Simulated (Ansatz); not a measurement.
MoP (model structure, started from the CsCl type, Pm-3m, No. 221, 2 atoms in the cell) was calculated with LDA in Ansatz (PAW).

Settings: plane-wave cutoff 520 eV, 18×18×18 k mesh, Fermi–Dirac smearing 0.05 eV, no spin polarisation, scalar-relativistic PAW data made under PBE.

Cell (relaxed at this level):

Space group Pm-3m (No. 221); a = b = c = 2.960 Å, α = β = γ = 90.00°

| atom | site | symmetry | x | y | z |
|---|---|---|---|---|---|
| Mo | 1a | m-3m | 0.0000 | 0.0000 | 0.0000 |
| P | 1b | m-3m | 0.5000 | 0.5000 | 0.5000 |

Question: What does this level give for the bulk modulus?

Answer: 
- bulk modulus = 265 GPa

Note: the run has no spin polarisation, so it can have missed a magnetic state; the bulk modulus is −V dP/dV from two relaxed cells at ±2 % in volume; the relaxation could raise the start's symmetry but not lower it, so the cell can be a saddle point.

The computed numbers hold no vibrational or temperature effects.

The result took roughly 27 core-seconds.

A model structure was made by putting elements into a prototype or built by hand; it is no filed structure, need not be a known phase, and can be a saddle point held by its symmetry.

Ansatz is a quantum-chemistry and plane-wave program.
